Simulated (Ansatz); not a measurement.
Pt: energy against strain

Pt (fcc, Fm-3m, 15.057 Å³/atom at rest, cube axes along x, y and z) under a strain ε along a cube axis (axis z), the other axes held. PBEsol in Ansatz, a plane-wave DFT program (PAW, default set), 420 eV, 29×29×29 Γ-centred mesh, Fermi-Dirac smearing 0.10 eV; ions are relaxed within the symmetry of each cell.

Here s stands for strain and y for E less E0.

```
strain (%)  E less E0 (meV/atom)
----------  --------------------
-3.00                          ?
-1.50                       3.33
-1.00                       1.34
-0.50                       0.24
0.00                        0.00
0.50                        0.59
1.00                        2.00
1.50                        4.19
```

Q: Using a parabola, estimate the missing y at s = -3.00 from the other rows, showing the fit.

A: Least squares gives y = -0.002 + 0.3036·s + 1.6719·s². Residuals (row less fit): 0.026, -0.026, -0.024, 0.002, 0.022, 0.027, -0.025; standard error 0.031 (degrees of freedom: 4). Twice the quadratic coefficient over the volume, 2 × 1.6719 meV × 10⁴ × 0.1602 / 15.057 Å³, is the elastic constant C11 = 356 ± 3 GPa. At the withheld row, y = -0.002 + 0.3036 × (-3.0) + 1.6719 × (-3.0)² = 14.134 meV/atom. The calculation gives 14.89 meV/atom, 0.756 meV/atom above the prediction (5.1 % of the range of y in the table). The row lies outside the fitted rows, so this is an extrapolation. From the scatter of the fitted rows alone, a prediction at this place has a standard error of 0.117 meV/atom, so the miss is 6.5 times that.

One order more, fitted to all 13 runs of the series, follows each within 0.01, so the miss is the next term of a smooth law. In a metal these values are sensitive to mesh and smearing; energies are taken to zero smearing, stresses follow the free energy. Rows are the converged runs of the series near zero and its far end; series whose fitted rows scatter by over a few per cent of the range, as at a crossing or softening among them, aren't shown in this form. Most that stay on the fit to the last digits aren't either.
